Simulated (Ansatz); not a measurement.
Take AlRu in the CsCl type structure (space group Pm-3m, No. 221; a = 2.983 Å; relaxed with 0.1 eV smearing) as the base.

Method: r2SCAN, PAW, 500 eV (Ansatz, a first-principles code; no spin-orbit coupling).

For the base:

* **Pressure**: 0.0 GPa

Modification: the cell is scaled by 1.0300 in all directions; the atoms relax in the strained cell.

**Question.** How does this affect the pressure?

**Answer.** The pressure goes from zero to -16.1 GPa.

**Question.** Estimate the effect on the energy relative to the base.

**Answer.** The energy rises by 67 meV/atom.

No phonon test of stability was made. The final runs are not spin-polarised.
